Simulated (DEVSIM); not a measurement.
System: Ti/SiON/SiO2/n-Si capacitor, at 400 K.

Layer 1 from the left is SiON, thickness (nm) 3.10. Layer 2 from the left is SiO2, thickness (nm) 0.770. Layer 3 from the left is Si, thickness (nm) 430, Nd (cm⁻³) 1.8e18.

Metal gate on the left, work function 4.33 eV. Fixed charge at the semiconductor interface 2.4e12 cm⁻² (in units of +e); no interface traps.

Constants are typed, rounded textbook-type inputs, not results; the design itself was drawn at random and stands for no fabricated device. Values at 300 K; Nc and Nv go as T^1.5, mobilities as T to minus their exponent, the gap by Varshni's rule with the affinity fixed.

SiON: gap (eV) 7, affinity (eV) 1.4, permittivity 5.5. SiO2: gap (eV) 9, affinity (eV) 0.9, permittivity 3.9. Si: gap (eV) 1.124, affinity (eV) 4.05, permittivity 11.7, Nc (cm⁻³) 2.86e19, Nv (cm⁻³) 3.1e19, Varshni α (eV/K) 0.000473, Varshni β (K) 636.

Simulated with DEVSIM: 1D Poisson equation in equilibrium, Boltzmann statistics, complete ionisation; no quantum confinement or tunnelling. Metal contacts follow the ideal Schottky-Mott rule: no Fermi-level pinning, no interface dipoles.

Problem. What does the simulation give for the minimum of the low-frequency capacitance, the threshold voltage (band bending 2φF), the flat-band voltage?

Solution. minimum of the low-frequency capacitance 0.337 μF/cm²; threshold voltage (band bending 2φF) -1.65 V; flat-band voltage -0.16 V.
